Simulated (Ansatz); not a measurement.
Abridged Ansatz (a quantum-chemistry and plane-wave program) output:

```
Relaxation: its limit of steps is 50 (relax.max_steps)
Pseudopotential: Co, paw, valence charge 17
Pseudopotential: Si, paw, valence charge 4
Crystal: 3 atoms, lattice volume = 40.157 Å³
Basis set: ecut = 500 eV, 965 PW (Γ), exchange–correlation on 120×120×120 points (64 copies of the dense FFT grid, shifted against one another)
Bands: 17, of which v1, the nominal top of the filled ones, is band 13 counted from 1 (12 counted from 0)
Symmetry: 48 space group operations
k-points: 220 of 6859
Functional: x = r2scan, c = r2scan; τ floored in thin density (d = 2e-4 eV/Å³)
SCF iter   1: F=—  HF=-6412.015865 eV  |F-HF|=—  |Δ(HF+E_count)|=         —  Δρ=1.68e-1  dr2=1.18e1  dr2_τ=1.76e-1  ethr=3.10e-3  ⟨swp⟩=5.6  Hψ=19639  notcnv=0
SCF iter   2: F=—  HF=-6412.192981 eV  |F-HF|=—  |Δ(HF+E_count)|=   1.77e-1  Δρ=2.07e-1  dr2=1.02e1  dr2_τ=1.28e-1  ethr=3.10e-3  ⟨swp⟩=3.4  Hψ=10496  notcnv=0  defer=3
SCF 1 converged in 11 iterations: F = -6410.806124 eV  dr2 = 2.69e-10
relax step   1: F+E_penalty+E_count = -6410.80612426 eV  Δ(F+E_penalty+E_count) = +0.000e0 eV  max|allowed force component| = 2.467e-17 eV/Å  Δτ_max = 0.0000 Å  (11 SCF iters, accepted)
Crystal: 3 atoms, lattice volume = 40.157 Å³
SCF iter   1: F=—  HF=-6410.806124 eV  |F-HF|=—  |Δ(HF+E_count)|=         —  Δρ=6.90e-7  dr2=2.69e-10  dr2_τ=1.35e-12  ethr=1.07e-12  ⟨swp⟩=2.3  Hψ=19677  notcnv=0
SCF iter   2: F=—  HF=-6410.806124 eV  |F-HF|=—  |Δ(HF+E_count)|=  2.18e-11  Δρ=9.53e-7  dr2=3.70e-10  dr2_τ=1.86e-12  ethr=1.07e-12  ⟨swp⟩=4.3  Hψ=12344  notcnv=0
SCF 2 converged in 4 iterations: F = -6410.806124 eV  dr2 = 4.69e-11
SCF converged after 4 iterations
Free energy (F): -6410.806124 eV
Internal energy: -6410.771147 eV  (E = F + TS)
E sigma→0 (E₀):  -6410.788636 eV
Entropy (-TS):   -0.034977 eV (-11.659 meV/atom)
Fermi energy:    12.071254 eV
--- Forces (eV/Å), atoms counted from 1 ---
  atom   1  Co     0.00000000     0.00000000     0.00000000
  atom   2  Si     0.00000000     0.00000000    -0.00000000
  atom   3  Si     0.00000000    -0.00000000    -0.00000000
--- Stress (GPa, compression-positive) ---
      -11.369101      -0.000000      -0.000000
        0.000000     -11.369101       0.000000
       -0.000000       0.000000     -11.369101
  P = ⅓ Tr σ = -11.3691 GPa (-113.691 kbar)
--- Relaxed structure (1 steps of the walk, 1 accepted, 0 SCFs on fresh bases) ---
  atoms:
    - { symbol: Co, position: [0.0, 0.0, 0.0] }
    - { symbol: Si, position: [0.25, 0.25, 0.25] }
    - { symbol: Si, position: [0.75, 0.75, 0.75] }
```

Q: What was computed, and what are the main results?

A: CoSi2, 3 atoms in the cell, with r2SCAN (Ansatz), no spin-orbit coupling, earlier PAW set. The last SCF converged to F = -6410.806124 eV, or -2136.9354 eV per atom, at a pressure of -11.37 GPa. The total energy compares only with runs of the same code, potentials and settings.

The cells carry an imposed strain or load. Whether these cells are dynamically stable was not tested. All final runs are without spin polarisation. The cell was made from CoSi₂ (space group Fm-3m, No. 225; non-magnetic) by this change: isotropic strain +2.27 %.

Keys are those of Ansatz 0.2.
